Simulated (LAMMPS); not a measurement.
Consider W (bcc), 1024 atoms, at 2220 K and 2 GPa, heated as the crystal in molecular dynamics.

Model: classical MD, pair style meam, file library.meam (library.meam-W); code LAMMPS.

```yaml
state_found: crystal; no diffusion seen in 30 ps
density: 18.524 ± 0.002 g/cm³
volume_per_atom: 16.480 ± 0.001 Å³/atom
enthalpy_per_atom: -7.8777 ± 0.0010 eV/atom
first peak of g(r): 2.74 Å, height 3.3
coordination_number: 14.0 (counted to 3.86 Å)
most common W-W-W angle: at the 3° bin centred on 55.5°, after smoothing over three bins (mean of all 96°)
mean frequency of the vibrational (phonon) density of states: 4.6 THz
cost: very roughly 10 core-minutes
```

Potential: file library.meam of the LAMMPS distribution; its header cites Baskes, Phys Rev B, 46, 2727-2742 (1992).

Caution: the potential MEAM library.meam-W is a first-neighbour MEAM set with a 4 Å cutoff, used here without a parameter file and away from the static properties it was fitted to. Caution: a run this short can hold a crystal over, or a liquid under, the potential's own melting point, which these runs don't give.

States go by the mean squared displacement: a species diffuses where it passes 1.5 Å², still rises and gives D over 1e-6 cm²/s; a crystal has left its structure where atoms lie 0.35 Å off their sites on average or a cubic box changes its shape by 3 %, or the axial ratios of another lie 8 % off the starting cell's, which the potential's own relaxation can also do.

Errors shown are sampling errors alone.

| r (Å) | g(r) |
|---|---|
| 2.180 | 0.000 |
| 2.220 | 0.001 |
| 2.260 | 0.000 |
| 2.300 | 0.008 |
| 2.340 | 0.033 |
| 2.380 | 0.102 |
| 2.420 | 0.253 |
| 2.460 | 0.518 |
| 2.500 | 0.876 |
| 2.540 | 1.38 |
| 2.580 | 1.98 |
| 2.620 | 2.56 |
| 2.660 | 3.00 |
| 2.700 | 3.25 |
| 2.740 | 3.29 |
| 2.780 | 3.22 |
| 2.820 | 2.98 |
| 2.860 | 2.75 |
| 2.900 | 2.57 |
| 2.940 | 2.41 |
| 2.980 | 2.29 |
| 3.020 | 2.28 |
| 3.060 | 2.12 |
| 3.100 | 2.10 |
| 3.140 | 1.96 |
| 3.180 | 1.88 |
| 3.220 | 1.73 |
| 3.260 | 1.53 |
| 3.300 | 1.38 |
| 3.340 | 1.23 |
| 3.380 | 0.972 |
| 3.420 | 0.754 |
| 3.460 | 0.574 |
| 3.500 | 0.424 |
| 3.540 | 0.285 |
| 3.580 | 0.199 |
| 3.620 | 0.140 |
| 3.660 | 0.079 |
| 3.700 | 0.056 |
| 3.740 | 0.033 |
| 3.780 | 0.019 |
| 3.820 | 0.012 |
| 3.860 | 0.011 |
| 3.900 | 0.007 |
| 3.940 | 0.015 |
| 3.980 | 0.031 |
| 4.020 | 0.052 |
| 4.060 | 0.079 |
| 4.100 | 0.124 |
| 4.140 | 0.203 |
| 4.180 | 0.309 |
| 4.220 | 0.440 |
| 4.260 | 0.613 |
| 4.300 | 0.817 |
| 4.340 | 1.00 |
| 4.380 | 1.21 |
| 4.420 | 1.42 |
| 4.460 | 1.53 |
| 4.500 | 1.59 |
| 4.540 | 1.58 |
| 4.580 | 1.50 |
| 4.620 | 1.39 |
| 4.660 | 1.21 |
| 4.700 | 1.03 |
| 4.740 | 0.858 |
| 4.780 | 0.712 |
| 4.820 | 0.603 |
| 4.860 | 0.517 |
| 4.900 | 0.508 |
| 4.940 | 0.555 |
| 4.980 | 0.688 |
| 5.020 | 0.874 |
| 5.060 | 1.11 |
| 5.100 | 1.36 |
| 5.140 | 1.68 |
| 5.180 | 1.96 |
| 5.220 | 2.22 |
| 5.260 | 2.40 |
| 5.300 | 2.60 |
| 5.340 | 2.61 |
| 5.380 | 2.57 |
| 5.420 | 2.46 |
| 5.460 | 2.31 |
| 5.500 | 2.06 |
| 5.540 | 1.84 |
| 5.580 | 1.54 |
| 5.620 | 1.29 |
| 5.660 | 1.06 |
| 5.700 | 0.813 |
| 5.740 | 0.637 |
| 5.780 | 0.495 |
| 5.820 | 0.356 |
| 5.860 | 0.254 |
| 5.900 | 0.189 |
| 5.940 | 0.135 |
| 5.980 | 0.116 |
| 6.020 | 0.110 |
| 6.060 | 0.117 |
| 6.100 | 0.138 |
| 6.140 | 0.174 |
| 6.180 | 0.207 |
| 6.220 | 0.258 |
| 6.260 | 0.302 |
